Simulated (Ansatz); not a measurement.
ZrS2 in the fluorite structure (space group Fm-3m, No. 225; a hypothetical phase, not in the database extracts checked)

Space group Fm-3m (No. 225); a = 6.2563 Å, b = 6.2563 Å, c = 6.2563 Å, α = 90.00°, β = 90.00°, γ = 90.00°

```tsv
atom	site	symmetry	x	y	z
Zr	4a	m-3m	0.0000	0.0000	0.0000
S	8c	-43m	0.2500	0.2500	0.2500
```
(The calculation used a cell of 3 atoms; values per cell refer to that cell.)

Calculations: Ansatz (a program for electronic structure) r2SCAN, spin-orbit coupling left out. Settings: 9×9×9 k-points, 0.05 eV Fermi–Dirac smearing.

```yaml
volume_per_atom: 20.41 Å³
density: 4.21 g/cm³
band_gap: 0.13 eV, indirect, X → Γ
Electron mass (degenerate bands, along [100]): 0.13, 1.7 mₑ
hole_mass: 0.11 mₑ along k, 1.3 mₑ across
Lowest conduction-band minima above the VBM: Γ 0.13 eV; X along ⟨100⟩ 0.22 eV; a point along ⟨110⟩, about 0.5 Å⁻¹ from Γ 0.50 eV; L along ⟨111⟩ 0.61 eV
total_energy: -2003.723 eV/atom (σ→0; compares only within this code and set-up)
```

Effective masses come from finite differences of ±0.01 Å⁻¹. Along k means along the line from Γ to the band edge. No phonon test of stability was made. The zero or small gap of ZrS2 can change with the level of theory.
